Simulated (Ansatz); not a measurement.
The reference is Bi2Te3 in the Bi2Te3 type structure (space group R-3m, No. 166).

```
Bi2Te3
1.0
    2.19356     1.26645    10.09527
   -2.19356     1.26645    10.09527
    0.00000    -2.53291    10.09527
Bi Te
2 3
Direct
  0.40015   0.40015   0.40015
  0.59985   0.59985   0.59985
  0.00000   0.00000   0.00000
  0.20935   0.20935   0.20935
  0.79065   0.79065   0.79065
```

Computed with plane-wave PAW DFT at the PBE-D3(BJ) level (Ansatz, a program for electronic structure, 420 eV), without spin-orbit coupling.

It is then changed as follows: full substitution Te → Se, then cell and atoms are relaxed.

Measured lattice parameter a: Bi2Te3 4.386 Å (temperature not stated; as listed in Xin Luo, Michael B. Sullivan, Su Ying Quek, Physical Review B (2012)); Bi2Se3 4.143 Å (temperature not stated; as listed in Xin Luo, Michael B. Sullivan, Su Ying Quek, Physical Review B (2012)).

Question: How well does PBE-D3(BJ) reproduce the measured shift?

Answer: With PBE-D3(BJ) the lattice parameter a moves by -0.243 Å (4.387 → 4.144) against -0.243 Å measured.

Whether these cells are dynamically stable was not tested.
